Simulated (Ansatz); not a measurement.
Take GaN in the wurtzite structure (space group P6_3mc, No. 186; a = 3.183 Å, c = 5.184 Å) as the base. Axes: x lies along a and z along c of the hexagonal cell.

Method: r2SCAN in Ansatz (plane waves to 500 eV, PAW, without spin-orbit coupling), earlier PAW set.

Strains are applied to the cell and any free atomic positions relax; under biaxial strain the out-of-plane vector relaxes too.

One change was made to it. Results:

The pressure (mean of the normal stresses, compression positive) goes from zero to -2.30 GPa; the valence-band top at Γ (three highest levels, from the VBM) becomes 0.00, -0.03, -0.03 eV (base: 0.00, 0.00, -0.04 eV); the shortest interatomic distance goes up by 0.010 Å to 1.956 Å.

Question: Which of these changes matches the shifts?
A. strain tensor (xx, yy, zz, yz, xz, xy) = (+2.48, −0.35, −0.67, −0.15, +0.86, +1.12) %
B. biaxial strain +0.95 %, plane normal [001], relaxed out of plane
C. biaxial strain +0.79 %, plane normal [001], relaxed out of plane
D. strain tensor (xx, yy, zz, yz, xz, xy) = (+0.23, +1.33, +0.37, −0.29, −0.73, +0.68) %

Answer: C, biaxial strain +0.79 %, plane normal [001], relaxed out of plane. For comparison, the valence-band top at Γ in the other runs: biaxial strain +0.95 %, plane normal [001], relaxed out of plane gives 0.00, -0.04, -0.04 eV; strain tensor (xx, yy, zz, yz, xz, xy) = (+0.23, +1.33, +0.37, −0.29, −0.73, +0.68) % gives 0.00, -0.06, -0.13 eV; strain tensor (xx, yy, zz, yz, xz, xy) = (+2.48, −0.35, −0.67, −0.15, +0.86, +1.12) % gives 0.00, -0.06, -0.23 eV.

The levels and masses belong to the bands next to the band gap. No phonon test of stability was made.

Ansatz is a first-principles code.
